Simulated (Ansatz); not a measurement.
The parent structure is HfO2 (space group P4_2/nmc, No. 137).

```
CELL_PARAMETERS angstrom
      3.56753     0.00000     0.00000
      0.00000     3.56753     0.00000
      0.00000     0.00000     5.16669
ATOMIC_POSITIONS crystal
  Hf 0.00000 0.00000 0.00000
  Hf 0.50000 0.50000 0.50000
  O  0.00000 0.50000 0.20010
  O  0.00000 0.50000 0.70010
  O  0.50000 0.00000 0.29990
  O  0.50000 0.00000 0.79990
```

Levels (all Ansatz, a quantum-chemistry and plane-wave program, PAW, earlier PAW set): PBEsol (420 eV, no SOC); r2SCAN (500 eV, no spin-orbit coupling).

Its gap is 4.57 eV with PBEsol and 5.22 eV with r2SCAN.

Now apply this change: every lattice vector is stretched by 2.40 %, atoms relaxed at fixed cell.

With PBEsol the gap becomes 4.43 eV.

If the r2SCAN correction stayed the same, what would the r2SCAN gap be, and what does the r2SCAN run give?

A rigid correction of +0.65 eV gives 5.08 eV. The r2SCAN run gives 5.06 eV, so the two effects roughly add.

Single points use the geometry relaxed with PBEsol. With Hf present, leaving out spin-orbit coupling can change the band edges. The cells carry an imposed strain or load. Stability against distortions was not tested. This is not the structure that HfO2 has at room temperature and ambient pressure.
